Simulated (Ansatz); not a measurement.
The reference is ZnO in the wurtzite structure (space group P6_3mc, No. 186; a = 3.2352 Å, c = 5.2113 Å). Axes: x lies along a and z along c of the hexagonal cell.

Method: r2SCAN (Ansatz, a quantum-chemistry and plane-wave program), no spin-orbit coupling, earlier PAW set.

Strains are applied to the cell and any free atomic positions relax; under biaxial strain the out-of-plane vector relaxes too.

One change was made to it. Results:

| quantity | base | after |
|---|---|---|
| band gap | 1.23 eV | 1.27 eV |
| pressure (mean of the normal stresses, compression positive) | 0.00 GPa | 3.55 GPa |

**Question.** Name the change that was made.
(A) uniaxial strain ε_xx = +4.45 %
(B) isotropic strain −5.03 %
(C) isotropic strain −0.75 %
(D) biaxial strain +0.51 %, plane normal [001], relaxed out of plane

**Answer.** C, isotropic strain −0.75 %. For comparison, the pressure in the other runs: isotropic strain −5.03 % gives 32.59 GPa; biaxial strain +0.51 %, plane normal [001], relaxed out of plane gives -0.75 GPa; uniaxial strain ε_xx = +4.45 % gives -6.10 GPa.

Stability against distortions was not tested.
